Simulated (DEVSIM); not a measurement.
Device: abrupt Si n-p junction, at 300 K.

```
layer (left to right)  material  thickness (μm)  Nd (cm⁻³)  Na (cm⁻³)   τn (s)   τp (s)
---------------------  --------  --------------  ---------  ---------  -------  -------
1                            Si            69.0     2.5e15          -  0.00079  0.00024
2                            Si            1.50          -     1.9e15  0.00079  0.00079
```

Left contact: ohmic. Right contact: ohmic. Voltage is applied to the left contact. Recombination: SRH at mid-gap, Auger. Mobility is μmin + (μ − μmin)/(1 + (N/Nref)^α).

The device is made up for the run: typed textbook-type constants, with dimensions and the other settings drawn at random. Values at 300 K.

```csv
parameter,Si
gap (eV),1.124
affinity (eV),4.05
permittivity,11.7
Nc (cm⁻³),2.86e19
Nv (cm⁻³),3.1e19
μn (cm²/Vs),1417
μp (cm²/Vs),470
"μn,min",52
"μp,min",45
"Nref,n",9.7e16
"Nref,p",2.2e17
αn,0.68
αp,0.72
Cn (cm⁶/s),2.8e-31
Cp (cm⁶/s),9.9e-32
```

DEVSIM, 1D drift-diffusion, Boltzmann statistics, complete ionisation; no tunnelling, impact ionisation, image-force lowering or self-heating.

Task: Tabulate band edges, carrier densities and field at 10.0 V on the left contact.

Result: Energies count from the Fermi level of the right contact; mesh points crowd at the junctions.

```csv
x (μm),Ec (eV),Ev (eV),n (cm⁻³),p (cm⁻³),field (V/cm)
0.000,-9.758,-10.882,2.5e15,46000,≈ 0
0.03736,-9.758,-10.882,2.5e15,46000,≈ 0
0.1328,-9.758,-10.882,2.5e15,46000,≈ 0
0.3935,-9.758,-10.882,2.5e15,46000,≈ 0
1.455,-9.758,-10.882,2.5e15,45000,≈ 0
3.755,-9.758,-10.882,2.5e15,44000,≈ 0
9.632,-9.758,-10.882,2.5e15,40000,≈ 0
34.17,-9.758,-10.882,2.5e15,23000,≈ 0
54.95,-9.758,-10.882,2.5e15,8600,≈ 0
63.52,-9.758,-10.882,2.5e15,2700,≈ 0
66.95,-9.758,-10.882,2.5e15,330,≈ 0
68.44,-7.748,-8.872,28000,< 1e2,39000
68.80,-6.110,-7.234,20000,< 1e2,53000
68.94,-5.336,-6.460,19000,< 1e2,58000
69.00,-4.954,-6.078,18000,< 1e2,61000
69.03,-4.753,-5.877,18000,< 1e2,60000
69.12,-4.259,-5.383,19000,< 1e2,57000
69.34,-3.052,-4.176,21000,< 1e2,51000
70.02,-0.261,-1.385,34000,150,31000
70.32,0.529,-0.595,48000,3.1e9,22000
70.44,0.773,-0.351,57000,3.9e13,18000
70.50,0.873,-0.251,61000,1.9e15,17000
```
